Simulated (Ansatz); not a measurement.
## How far PBE and r2SCAN part for AlN, pressure −1 GPa

The reference is AlN in the wurtzite structure (space group P6_3mc, No. 186; a = 3.130 Å, c = 5.017 Å).

(Cell as relaxed with PBE.)

Levels (all Ansatz, an electronic-structure program, PAW, earlier PAW set): PBE (420 eV, without spin-orbit coupling); r2SCAN (500 eV, spin-orbit coupling left out).

Each level relaxes its own structure.

```
base                      PBE    r2SCAN
-------------------  --------  --------
volume per atom      10.64 Å³  10.40 Å³
lattice parameter a   3.130 Å   3.107 Å
band gap              4.04 eV   4.87 eV
```

Modification: hydrostatic tension (pressure −1 GPa).

| quantity | PBE | r2SCAN |
|---|---|---|
| band gap | 3.99 eV | [?] |
| lattice parameter a | 3.135 Å | [?] |
| shift of the gap caused by the change | -0.04 eV | [?] |
| valence-band top at Γ (three highest levels, from the VBM) | 0.00, -0.20, -0.20 eV | [?] |

Task: What does r2SCAN give?

Result: 
- band gap, r2SCAN: 4.83 eV
- lattice parameter a, r2SCAN: 3.111 Å
- shift of the gap caused by the change, r2SCAN: -0.04 eV
- valence-band top at Γ (three highest levels, from the VBM), r2SCAN: 0.00, -0.22, -0.22 eV

PBE's band gap lies 0.84 eV below r2SCAN's; PBE's lattice parameter a lies 0.024 Å above r2SCAN's (0.8 %); the two agree on the shift of the gap caused by the change. Neither level is exact; r2SCAN is the comparison here, not a measurement.

Load acts through the strain it causes; cell and atoms are relaxed under it. Whether these cells are dynamically stable was not tested.
